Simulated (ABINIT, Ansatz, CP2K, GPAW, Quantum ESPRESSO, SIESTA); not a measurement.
# HfBe2 (P6/mmm, 3 atoms in the cell) computed with different codes at matched settings

Self-consistent single point.

```yaml
crystal:
  lattice:
    - [3.77950, 0.00000, 0.00000]
    - [-1.88975, 3.27314, 0.00000]
    - [0.00000, 0.00000, 3.16996]
  atoms:
    - { symbol: Hf, position: [0.00000, 0.00000, 0.00000] }
    - { symbol: Be, position: [0.33333, 0.66667, 0.50000] }
    - { symbol: Be, position: [0.66667, 0.33333, 0.50000] }
```

Shared settings, as Ansatz (a program for electronic structure) writes them: kpoints.mp_grid.grid = 10 10 10; scf.occupations.method = gaussian; scf.occupations.width = 0.05 eV. Potentials and cutoffs stand in the table.

```
code                                                                                                                                      model  pressure (GPa)       cutoff
----------------  -----------------------------------------------------------------------------------------------------------------------------  --------------  -----------
GPAW                                                                                      PBEsol, GPAW PAW datasets PBEsol (made by gpaw-setup)           -2.00       800 eV
ABINIT                                                           PBEsol, norm-conserving pseudopotentials (PseudoDojo nc-sr-04 PBEsol standard)           -1.77        44 Ha
SIESTA            GGA PBEsol, numerical atomic orbitals DZP, PseudoDojo PBEsol standard norm-conserving potentials (rewritten from UPF to PSML)           -4.25  grid 400 Ry
Quantum ESPRESSO                                                                           PBEsol, GBRV 1.5 ultrasoft (PBESOL) pseudopotentials           -2.52        40 Ry
CP2K                                                                 PBEsol, GPW, DZVP-MOLOPT-SR-GTH basis, GTH-PBE potentials (GTH_POTENTIALS)           -1.24  grid 600 Ry
Ansatz                                                                                                          PBEsol, PAW files made with PBE           -2.41      default
```

On Ansatz's run: spin-orbit coupling is off.

The spread over the programs that give each value: pressure within 3.01 GPa.

SIESTA and CP2K use small atom-centred bases, whose incompleteness enters pressures, forces and empty levels differently from a plane-wave cutoff. Ansatz's pressure is given at a fixed set of plane waves, as the other plane-wave codes print theirs; with its correction for the finite basis it is -2.37 GPa. In the pressure, SIESTA (by 2.04) lies more than 1 GPa from the median of the plane-wave programs.

The starting cell comes from a database of computed structures (which also holds hypothetical and non-ambient phases and stackings), without a prior relaxation at this level.

Left out of this page: Elk and FLEUR (not drawn, or without a comparable value).

Keys are those of Ansatz 0.2.
